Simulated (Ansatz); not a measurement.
The reference is BP in the zinc blende structure (space group F-43m, No. 216; a = 4.520 Å). Axes: x, y, z lie along the cube axes.

The change: the cell is compressed by 5.10 % along z with no lateral relaxation; the atoms relax in the strained cell.

Levels (all Ansatz, a first-principles code, PAW): PBEsol (420 eV, no SOC); HSE06+SOC (420 eV, noncollinear with spin-orbit coupling).

The geometry is relaxed with PBEsol.

- PBEsol lowest conduction level above the VBM at special points = M 0.38 eV; X 0.98 eV; S 1.04 eV; Γ 2.96 eV
- PBEsol valence-band top at Γ = 0.00, -0.50, -0.50 eV

With HSE06+SOC at the same geometry, the lowest conduction level above the VBM at special points becomes M 1.17 eV; X 1.80 eV; S 1.89 eV; Γ 3.91 eV (PBEsol: M 0.38 eV; X 0.98 eV; S 1.04 eV; Γ 2.96 eV); the valence-band top at Γ (three highest Kramers pairs, from the VBM) becomes 0.00, -0.51, -0.54 eV (PBEsol: 0.00, -0.50, -0.50 eV).

Single points use the geometry relaxed with PBEsol. The hybrid gap comes from the SCF mesh plus the semilocal run's edge points and a few special points and is an upper bound. Differences between runs with and without spin-orbit coupling are approximate. The levels and masses belong to the bands next to the band gap. Stability against distortions was not tested. Labels are those of the standard path for the cell's own space group.
